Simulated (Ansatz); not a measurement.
BeS (model structure, started from the CsCl type, Pm-3m, No. 221, 2 atoms in the cell), treated with PBE-D3(BJ) (plane waves, PAW; Ansatz, an electronic-structure program).

From the output:

```
WARN output.stress: scf.convergence.dr2_threshold = 1e-7 eV (the SCF's general default) is looser than the 2e-10 eV advised for a printed stress (1e-10 eV for …
Relaxation: its limit of steps is 80 (relax.max_steps)
Crystal: 2 atoms, lattice volume = 24.256 Å³
Basis set: ecut = 520 eV, 619 PW (Γ), exchange–correlation on 48×48×48 points (8 copies of the dense FFT grid, shifted against one another)
Bands: 8, of which v1, the nominal top of the filled ones, is band 4 counted from 1 (3 counted from 0)
Symmetry: 48 space group operations
Space group: Pm-3m (ITA 221), of the structure as read, at distance tolerance 2.9e-5 Å
k-points: 286 of 8000
Functional: x = pbe(κ = 0.804, μ = 0.2195149727645171), c = pbe(β = 0.06672455060314922)
SCF iter   1: F=—  HF=-994.625244 eV  |F-HF|=—  |Δ(HF+E_count)|=         —  Δρ=4.04e-3  dr2=5.89e-3
SCF iter   2: F=—  HF=-994.624388 eV  |F-HF|=—  |Δ(HF+E_count)|=   8.56e-4  Δρ=2.83e-3  dr2=3.15e-3
  ...
SCF iter   5: F=—  HF=-994.623625 eV  |F-HF|=—  |Δ(HF+E_count)|=   7.74e-7  Δρ=1.74e-5  dr2=1.18e-7
SCF iter   6: F=-994.623625 eV  HF=-994.623625 eV  |F-HF|=6.59e-12  |Δ(HF+E_count)|=   2.90e-8  Δρ=7.75e-7  dr2=1.19e-10
SCF 1 converged in 6 iterations: F = -994.623625 eV  dr2 = 1.19e-10
SCF converged after 6 iterations
Free energy (F): -994.623625 eV
Internal energy: -994.616594 eV  (E = F + TS)
E sigma→0 (E₀):  -994.620109 eV
Fermi energy:    9.287589 eV
--- Stress (GPa, compression-positive) ---
       -1.759861       0.000000       0.000000
        0.000000      -1.759861       0.000000
        0.000000       0.000000      -1.759861
  P = ⅓ Tr σ = -1.7599 GPa (-17.599 kbar)
```

Question: Write an input file that could have produced this run (the log leaves some choices open).

Answer: One answer among several that fit: 
Ansatz 0.2 input:
```yaml
crystal:
  lattice:
    - [2.894704975, 0.0, 0.0]
    - [0.0, 2.894704975, 0.0]
    - [0.0, 0.0, 2.894704975]
  atoms:
    - { symbol: Be, position: [0.0, 0.0, 0.0] }
    - { symbol: S, position: [0.5, 0.5, 0.5] }
basis:
  ecutwfc: 520
  ecutrho_ratio: 4
  xc_grid: 2
kpoints:
  mp_grid: { grid: [20, 20, 20] }
hamiltonian:
  xc: pbe
  dispersion: d3bj
  pseudopotentials: { kind: paw }
scf:
  occupations: { method: fermi_dirac, width: 0.05 }
output:
  forces: true
  stress: true
  eigenvalues: true
relax:
  f_tol: 0.004
  escape_saddle: false
  max_steps: 80
```

The cell is one volume of an energy–volume scan, off the minimum.

Note: the relaxation could raise the start's symmetry but not lower it, so the cell can be a saddle point.

A model structure was made by putting elements into a prototype or built by hand; it is no filed structure, need not be a known phase, and can be a saddle point held by its symmetry.
